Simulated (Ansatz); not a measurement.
## Cl on the 1x1 (101) surface of tetragonal HfO2 (a metastable polymorph) (cut with top plane O), one in a 2x1 cell, started at the site 'bridge O-O (span 4.0 Å)'

Host crystal: tetragonal HfO2, with a band gap (PBE, scalar-relativistic without spin-orbit coupling).

All values below come from PBE (plane waves to 420 eV, PAW; Ansatz, a program for electronic structure).

Set-up: 37 atoms, 7.6 Å thick at the start under the adsorbate (thin: gaps and levels are the slab's own); mesh 3x3x1; 0.01 eV smearing; dipole correction on; 16 atoms held, the rest relaxed; no symmetry held; spin-polarised, ending with about 1.0 μB a cell; orders that need a larger cell were not tried, no spin-orbit, no U, no dispersion correction. At the end it is bonded to Hf. In PBE it is, or lies within 0.03 eV of, the lowest of the starts that converged.

```
Item                                                                                                                                                            Result
-----------------------------------------------------------------------------------------------------  ---------------------------------------------------------------
energy of the end state, in which the adsorbate broke or entered a bond of the host, against ½ Cl2(g)                                                         -0.13 eV
change of the step from the bottom to the top vacuum level, against the clean slab                                                                             0.52 eV
energy released by relaxation                                                                                                                                  0.76 eV
height of the binding atom over the mean of the host atoms within 0.3 Å of the top one                                                                         1.488 Å
magnetic moment of the cell                                                                                                                                    1.00 μB
largest move of a host atom                                                                                                                                     0.62 Å
note                                                                                                   in the relaxation the adsorbate left its starting site by 0.9 Å
```

A negative adsorption energy means that the adsorbate is more stable on the surface than in its reference.
